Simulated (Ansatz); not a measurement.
# Ta: energy against strain

Ta (bcc, Im-3m, 18.068 Å³/atom and stress up to 0.01 GPa in the relaxed cell) under an equal strain ε in the (001) plane with the normal axis free, as in a coherent film. r2SCAN in Ansatz, a plane-wave DFT program (PAW, default set), 500 eV, 28×28×28 Γ-centred mesh, Fermi-Dirac smearing 0.10 eV.

Here s stands for strain and y for E less E0.

```
strain (%)  E less E0 (meV/atom)
----------  --------------------
-3.00                          ?
-1.50                       5.97
-1.00                       2.57
-0.50                       0.60
0.00                        0.00
0.50                        0.74
1.00                        2.77
1.50                        6.05
```

### Question
Using a parabola, estimate the missing y at s = -3.00 from the other rows, showing the fit.

### Answer
Least squares gives y = 0.001 + 0.0557·s + 2.6705·s². Residuals (row less fit): 0.044, -0.046, -0.041, -0.001, 0.044, 0.043, -0.043; standard error 0.053 (degrees of freedom: 4). The quadratic coefficient over the volume, 2.6705 meV × 10⁴ × 0.1602 / 18.068 Å³, is the biaxial elastic modulus of this plane = about 240 GPa. At the withheld row, y = 0.001 + 0.0557 × (-3.0) + 2.6705 × (-3.0)² = 23.868 meV/atom. The calculation gives 25.39 meV/atom, 1.522 meV/atom above the prediction (6.0 % of the range of y in the table). The row lies outside the fitted rows, so this is an extrapolation. From the scatter of the fitted rows alone, a prediction at this place has a standard error of 0.203 meV/atom, so the miss is 7.5 times that.

A polynomial of degree 3 through the 12 other runs of the series gives 25.56 there, so most of the miss is curvature that the fit leaves out. In a metal these values are sensitive to mesh and smearing; energies are taken to zero smearing, stresses follow the free energy. Rows are the converged runs of the series near zero and its far end; series whose fitted rows scatter by over a few per cent of the range, as at a crossing or softening among them, aren't shown in this form, nor equations of state whose B0' disagrees with the runs' pressures. Most that stay on the fit to the last digits aren't either.
